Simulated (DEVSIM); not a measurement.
System: Schottky contact on n-type Si, at 300 K.

```
layer (left to right)  material  thickness (μm)  Nd (cm⁻³)  τn (s)  τp (s)
---------------------  --------  --------------  ---------  ------  ------
1                            Si            2.00     4.5e16  1.4e-7  1.4e-7
2                            Si            26.0     2.7e18  1.4e-7  1.4e-7
```

Left contact: Schottky, work function 4.69 eV, emission velocity 4.9e6 cm/s. Right contact: ohmic. Voltage is applied to the left contact. Recombination: SRH at mid-gap. Mobility is constant in doping.

The device is made up for the run: typed textbook-type constants, with dimensions and the other settings drawn at random. Values at 300 K.

```csv
parameter,Si
gap (eV),1.124
affinity (eV),4.05
permittivity,11.7
Nc (cm⁻³),2.86e19
Nv (cm⁻³),3.1e19
μn (cm²/Vs),1417
μp (cm²/Vs),470
```

Simulated with DEVSIM: 1D drift-diffusion, Boltzmann statistics, complete ionisation; no tunnelling, impact ionisation, image-force lowering or self-heating. Metal contacts follow the ideal Schottky-Mott rule: no Fermi-level pinning, no interface dipoles.

### Question
Tabulate band edges, carrier densities and field at zero bias.

### Answer
Energies count from the Fermi level of the right contact; mesh points crowd at the junctions.

```csv
x (μm),Ec (eV),Ev (eV),n (cm⁻³),p (cm⁻³),field (V/cm)
0.000,0.640,-0.484,5.1e8,2.3e11,-79000
0.03450,0.409,-0.715,3.8e12,3.0e7,-55000
0.1118,0.184,-0.940,2.4e16,4900,-7900
0.3030,0.167,-0.957,4.5e16,2600,≈ 0
1.000,0.167,-0.957,4.5e16,2600,≈ 0
1.581,0.167,-0.957,4.5e16,2600,≈ 0
1.840,0.167,-0.957,4.5e16,2600,≈ 0
1.966,0.158,-0.966,6.4e16,1800,-5100
2.000,0.082,-1.042,1.2e18,< 1e2,-77000
2.033,0.061,-1.063,2.7e18,< 1e2,≈ 0
2.115,0.061,-1.063,2.7e18,< 1e2,≈ 0
2.428,0.061,-1.063,2.7e18,< 1e2,≈ 0
3.039,0.061,-1.063,2.7e18,< 1e2,≈ 0
4.582,0.061,-1.063,2.7e18,< 1e2,≈ 0
10.47,0.061,-1.063,2.7e18,< 1e2,≈ 0
19.70,0.061,-1.063,2.7e18,< 1e2,≈ 0
24.49,0.061,-1.063,2.7e18,< 1e2,≈ 0
26.58,0.061,-1.063,2.7e18,< 1e2,≈ 0
27.58,0.061,-1.063,2.7e18,< 1e2,≈ 0
27.84,0.061,-1.063,2.7e18,< 1e2,≈ 0
27.95,0.061,-1.063,2.7e18,< 1e2,≈ 0
28.00,0.061,-1.063,2.7e18,< 1e2,≈ 0
```
